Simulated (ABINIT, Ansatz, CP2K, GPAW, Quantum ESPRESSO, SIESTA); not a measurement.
## SnP3 (R-3m, 8 atoms in the cell) computed with different codes at matched settings

Self-consistent single point.

```
CELL_PARAMETERS angstrom
      3.77964     2.18218     3.69964
     -3.77964     2.18218     3.69964
      0.00000    -4.36435     3.69964
ATOMIC_POSITIONS crystal
  Sn 0.74595 0.74595 0.74595
  Sn 0.25405 0.25405 0.25405
  P  0.20089 0.20089 0.74082
  P  0.79910 0.79910 0.25918
  P  0.74082 0.20089 0.20089
  P  0.25918 0.79910 0.79910
  P  0.20089 0.74082 0.20089
  P  0.79910 0.25918 0.79910
```

All programs got the same cell, k-point mesh and kind of occupations (in Ansatz's words: kpoints.mp_grid.grid = 4 4 4; scf.occupations.method = gaussian; scf.occupations.width = 0.1 eV); potentials, basis and cutoffs are each program's usual ones.

```tsv
code	model	pressure (GPa)	largest force (eV/Å)	k-points	cutoff
Quantum ESPRESSO	PBEsol, GBRV 1.5 ultrasoft (PBESOL) pseudopotentials	-5.74	0.292	13	40 Ry
ABINIT	PBEsol, norm-conserving pseudopotentials (PseudoDojo nc-sr-04 PBEsol standard)	-5.69	0.291	13	980 eV
Ansatz	PBEsol, PAW files made with PBE	-5.68	0.289	13	default
SIESTA	GGA PBEsol, numerical atomic orbitals DZP, PseudoDojo PBEsol standard norm-conserving potentials (rewritten from UPF to PSML)	-5.22	0.143	44	grid 300 Ry
CP2K	PBEsol, GPW, DZVP-MOLOPT-SR-GTH basis, GTH-PBE potentials (GTH_POTENTIALS)	-3.88	0.201	36	grid 400 Ry
GPAW	PBEsol, GPAW PAW datasets PBEsol (made by gpaw-setup)	-5.66	0.251	13	600 eV
```

Size of the force on each atom (eV/Å): Sizes of forces hide their directions.

| code | Sn1 | Sn2 | P3 | P4 | P5 | P6 | P7 | P8 |
|---|---|---|---|---|---|---|---|---|
| Quantum ESPRESSO | 0.018 | 0.018 | 0.292 | 0.292 | 0.292 | 0.292 | 0.292 | 0.292 |
| ABINIT | 0.009 | 0.009 | 0.291 | 0.291 | 0.291 | 0.291 | 0.291 | 0.291 |
| Ansatz | 0.014 | 0.014 | 0.289 | 0.289 | 0.289 | 0.289 | 0.289 | 0.289 |
| SIESTA | 0.036 | 0.036 | 0.143 | 0.143 | 0.143 | 0.143 | 0.143 | 0.143 |
| CP2K | 0.032 | 0.032 | 0.201 | 0.201 | 0.201 | 0.201 | 0.201 | 0.201 |
| GPAW | 0.023 | 0.023 | 0.251 | 0.251 | 0.251 | 0.251 | 0.251 | 0.251 |

No clean gap comes from Quantum ESPRESSO, ABINIT, Ansatz (a first-principles code), SIESTA, CP2K and GPAW: levels at the Fermi energy touch, overlap or are partly filled at this smearing.

The spread over the programs that give each value: pressure within 1.86 GPa; largest force within 0.149 eV/Å.

The starting cell comes from a database of computed structures (which also holds hypothetical and non-ambient phases and stackings), without a prior relaxation at this level. Its lattice was rescaled by a random factor within 2.5 % of one. On Ansatz's run: In the base run, with a pressure of about -6 GPa the cell is away from its equilibrium volume at this level. The run gives no clean gap (levels at the Fermi energy touch, overlap or are partly filled at this smearing), which alone does not show that the compound is a metal.

Q: Why do the programs differ, and what cannot be compared?

A: Differences of this kind can come from the potentials, where these differ, and from what each basis and cutoff leave unconverged. The valence holds different numbers of electrons (Quantum ESPRESSO 58, ABINIT 58, Ansatz 58, SIESTA 58, CP2K 38, GPAW 58). The zero of total energies and Fermi levels follows the potentials and each program's conventions, so they are not compared here. SIESTA and CP2K use small atom-centred bases, whose incompleteness enters pressures, forces and empty levels differently from a plane-wave cutoff. Ansatz's pressure is given at a fixed set of plane waves, as the other plane-wave codes print theirs. The programs reduce the same mesh by symmetry to different extents, which changes the work and not the result. In the pressure, CP2K (by 1.80) lies more than 1 GPa from the median of the plane-wave programs. In the force vectors, SIESTA (by 0.212) and CP2K (by 0.127) lie more than 0.08 eV/Å from the median of the plane-wave programs.

Left out of this page: Elk and FLEUR (not drawn, or without a comparable value).

Keys are those of Ansatz 0.2.
